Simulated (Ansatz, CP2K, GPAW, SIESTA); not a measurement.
Cl₂ (Cmce, 4 atoms in the cell) computed with different codes at matched settings

Band-structure calculation.

```yaml
crystal:
  lattice:
    - [3.23254, -2.03751, 0.00000]
    - [3.23254, 2.03751, 0.00000]
    - [0.00000, 0.00000, 8.32090]
  atoms:
    - { symbol: Cl, position: [0.88548, 0.11452, 0.60475] }
    - { symbol: Cl, position: [0.11452, 0.88548, 0.39525] }
    - { symbol: Cl, position: [0.61452, 0.38548, 0.10475] }
    - { symbol: Cl, position: [0.38548, 0.61452, 0.89525] }
```

Shared settings, as Ansatz (an electronic-structure program) writes them: kpoints.mp_grid.grid = 9 9 4; scf.occupations.method = fermi_dirac; scf.occupations.width = 0.05 eV. Potentials and cutoffs stand in the table.

```tsv
code	model	gap along the path (eV)	smallest direct gap (eV)	cutoff
GPAW	PBE, GPAW PAW datasets PBE (gpaw-data 1.0.1)	2.36	2.36	600 eV
CP2K	PBE, GPW, DZVP-MOLOPT-SR-GTH basis, GTH-PBE potentials (GTH_POTENTIALS)	2.25	2.25	grid 400 Ry
Ansatz	PBE, PAW files	2.36	2.36	420 eV
SIESTA	GGA PBE, numerical atomic orbitals DZP, PseudoDojo PBE standard norm-conserving potentials (rewritten from UPF to PSML)	2.43	2.43	grid 300 Ry
```

The spread over the programs that give each value: gap along the path within 0.18 eV; smallest direct gap within 0.18 eV.

CP2K and SIESTA use small atom-centred bases, whose incompleteness enters pressures, forces and empty levels differently from a plane-wave cutoff.

The starting cell comes from a database of computed structures (which also holds hypothetical and non-ambient phases and stackings), without a prior relaxation at this level. Its lattice was rescaled by a random factor within 2.5 % of one.

Left out of this page: Quantum ESPRESSO and Elk (not drawn, or without a comparable value).

Keys are those of Ansatz 0.2.
